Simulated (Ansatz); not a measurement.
Subject: the energy of the reaction as written. Reaction: 1/3 cell B + 2/3 cell C → cell A. Negative: the products are lower in energy.

Cell A: a slab of Ru (hcp, P6₃/mmc) cut along (0001), 16 atoms, oblique cell of 5.44 × 2.72 Å (12.8 Å²), symmetry Pmm2 within 0.02 Å, 16.7 Å thick under 16 Å of vacuum, in-plane vectors held at the crystal's; planes from bottom to top: Cl | Ru2 × 7 | Cl; added, foreign or displaced atoms, above the top plane and below the bottom plane: two times Cl bound to 3 Ru at 2.43–2.55 Å; spin state with PBE: run without spin, k-point mesh 10×20×1.
```xyz
16
Lattice="5.4436 0.0000 0.0000 1.3609 2.3571 0.0000 0.0000 0.0000 32.4830" Properties=species:S:1:pos:R:3 pbc="T T T"
Ru     0.0244    -0.0141     9.8891
Ru     2.7442    -0.0129     9.8491
Ru     5.4525     1.5663    11.9319
Ru     2.7443     1.5584    11.9447
Ru     0.0063    -0.0036    14.0919
Ru     2.7408    -0.0110    14.0809
Ru     5.4559     1.5643    16.2415
Ru     2.7375     1.5623    16.2415
Ru     0.0063    -0.0036    18.3911
Ru     2.7408    -0.0110    18.4021
Ru     5.4525     1.5663    20.5511
Ru     2.7443     1.5584    20.5383
Ru     0.0244    -0.0141    22.5939
Ru     2.7442    -0.0129    22.6339
Cl     2.6043     1.6393    24.5749
Cl     2.6043     1.6393     7.9081
```

Cell B: a slab of Ru (hcp, P6₃/mmc) cut along (0001), 30 atoms, hexagonal cell of 5.44 Å (25.7 Å²), symmetry P-6m2 within 0.02 Å, 16.7 Å thick under 16 Å of vacuum, in-plane vectors held at the crystal's; planes from bottom to top: Cl | Ru4 × 7 | Cl; added, foreign or displaced atoms, above the top plane and below the bottom plane: two times Cl bound to 3 Ru at 2.49 Å; spin state with PBE: run without spin, k-point mesh 10×10×1.
```
CELL_PARAMETERS angstrom
      5.44359     0.00000     0.00000
      2.72180     4.71429     0.00000
      0.00000     0.00000    32.48300
ATOMIC_POSITIONS crystal
  Ru 0.00000 0.00000 0.30484
  Ru 0.49811 0.00378 0.30362
  Ru 0.00378 0.49811 0.30362
  Ru 0.49811 0.49811 0.30362
  Ru 0.83309 0.33382 0.36713
  Ru 0.33333 0.33333 0.36797
  Ru 0.83309 0.83309 0.36713
  Ru 0.33382 0.83309 0.36713
  Ru 0.00000 0.00000 0.43415
  Ru 0.50084 0.99833 0.43356
  Ru 0.99833 0.50084 0.43356
  Ru 0.50084 0.50084 0.43356
  Ru 0.83296 0.33408 0.50000
  Ru 0.33333 0.33333 0.50000
  Ru 0.83296 0.83296 0.50000
  Ru 0.33408 0.83296 0.50000
  Ru 0.00000 0.00000 0.56585
  Ru 0.50084 0.99833 0.56644
  Ru 0.99833 0.50084 0.56644
  Ru 0.50084 0.50084 0.56644
  Ru 0.83309 0.33382 0.63287
  Ru 0.33333 0.33333 0.63203
  Ru 0.83309 0.83309 0.63287
  Ru 0.33382 0.83309 0.63287
  Ru 0.00000 0.00000 0.69516
  Ru 0.49811 0.00378 0.69638
  Ru 0.00378 0.49811 0.69638
  Ru 0.49811 0.49811 0.69638
  Cl 0.33333 0.33333 0.75635
  Cl 0.33333 0.33333 0.24365
```

Cell C: a slab of Ru (hcp, P6₃/mmc) cut along (0001), 9 atoms, hexagonal cell of 2.72 Å (6.4 Å²), symmetry P-6m2 within 0.02 Å, 16.8 Å thick under 16 Å of vacuum, in-plane vectors held at the crystal's; planes from bottom to top: Cl | Ru × 7 | Cl; added, foreign or displaced atoms, above the top plane and below the bottom plane: two times Cl bound to 3 Ru at 2.55 Å; spin state with PBE: run without spin, k-point mesh 20×20×1.
```
CELL_PARAMETERS angstrom
      2.72180     0.00000     0.00000
      1.36090     2.35714     0.00000
      0.00000     0.00000    32.48300
ATOMIC_POSITIONS crystal
  Ru 0.00000 0.00000 0.30308
  Ru 0.66667 0.66667 0.36789
  Ru 0.00000 0.00000 0.43359
  Ru 0.66667 0.66667 0.50000
  Ru 0.00000 0.00000 0.56641
  Ru 0.66667 0.66667 0.63211
  Ru 0.00000 0.00000 0.69692
  Cl 0.66667 0.66667 0.75882
  Cl 0.66667 0.66667 0.24118
```

Computed with Ansatz (plane waves, PAW), its PAW set soft_1, cutoff 420 eV, 500 eV for r2SCAN. The structures are at rest with PBE, within the held lattices; other levels are single points on them. Neutral cells; Fermi-Dirac smearing of at most 0.10 eV in the solids, energies taken to zero width. The lattices are those relaxed with PBE, so at other levels the solids can be strained, which adds to the spread. Larger cells are relaxed from a start prepared with the learned potential CHGNet till forces fall under 0.03 eV/Å, which some starts already meet. A dispersion term (D3(BJ), or D4 for r2SCAN) was computed beside these levels and is taken off wherever the name lacks it. Space groups of crystals are read within 0.01 Å. Static lattices, no vibrational contributions. No structure search was made; lower ones may exist. No Hubbard U is applied. Values are for these cell sizes. Cell A has symmetry Pmm2 within 0.02 Å and got no random move, so less symmetric positions, which may lie lower, weren't tried. Cell B has symmetry P-6m2 within 0.02 Å and got no random move, so less symmetric positions, which may lie lower, weren't tried. Cell C has symmetry P-6m2 within 0.02 Å and got no random move, so less symmetric positions, which may lie lower, weren't tried.

Task: What value does r2SCAN give?

Result: -1.29 eV, for 1/3 cell B + 2/3 cell C → cell A.

Task: How does the value move with the functional?

Result: 
```csv
Functional,value (eV),less r2SCAN
PBE,-1.22,0.07
```

The levels shown span 0.07 eV, from r2SCAN (-1.29) to PBE (-1.22).

Ansatz is a quantum-chemistry and plane-wave program.
